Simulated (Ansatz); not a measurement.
The starting structures come from a database of crystals and need not be the phases stable at ambient conditions.

Inside the gap of an insulator the Bloch states are evanescent, with a wavenumber k + iκ along the transport direction.

```
CELL_PARAMETERS angstrom
      5.59512     0.00000     0.00000
      0.00000     9.88308     0.00000
      2.79756     4.94154     2.79756
ATOMIC_POSITIONS crystal
  Zn 0.50000 0.75000 0.00000
  Zn 0.00000 0.00000 0.00000
  Cl 0.51737 0.87500 0.50000
  Cl 0.01737 0.64237 0.46526
  Cl 0.48263 0.37500 0.50000
  Cl 0.98263 0.10763 0.53474
```

Space group of this cell: I-42d. The cell is taken as given.

Transport runs along the normal of the first two printed cell vectors, the (100) plane of the conventional cell.

No gap correction and no spin-orbit coupling; mid-gap values are interpolated between computed energies.

Compute, with Ansatz (an electronic-structure program) with PBEsol, the band gap and the smallest decay constant κ at mid-gap.

Gap 4.00 eV on a 12×12×12 mesh; κ = 0.352 1/Å, at the zone centre.
